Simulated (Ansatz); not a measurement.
Band-edge transport in semiconductors and insulators: AlP (F-43m) under several functionals (Ansatz, an electronic-structure program, with spin-orbit coupling). The PBE cell:

```xyz
2
Lattice="0.0000 2.7538 2.7538 2.7538 0.0000 2.7538 2.7538 2.7538 0.0000" Properties=species:S:1:pos:R:3 pbc="T T T"
Al     0.0000     0.0000     0.0000
P      4.1308     4.1308     4.1308
```

```json
[
 {"Functional": "PBE", "cell relaxed with": "PBE", "volume (Å³/atom)": "20.88", "band gap": "1.61 eV", "electron conductivity mass": "0.35 mₑ", "hole conductivity mass": "0.71 mₑ", "Seebeck coefficient, n-type 1e19 cm⁻³": "-268 μV/K"},
 {"Functional": "PBEsol", "cell relaxed with": "PBEsol", "volume (Å³/atom)": "20.47", "band gap": "1.43 eV", "electron conductivity mass": "0.33 mₑ", "hole conductivity mass": "0.68 mₑ", "Seebeck coefficient, n-type 1e19 cm⁻³": "-263 μV/K"}
]
```

For the band gap, PBE gives 1.61 eV and PBEsol 1.43 eV: PBE lies 13 % above.

Masses are for dilute carriers at 300 K, harmonic means over directions unless an axis is named. Seebeck coefficients are for the stated density at 300 K, with one relaxation time for all states and whether or not that doping can be reached.
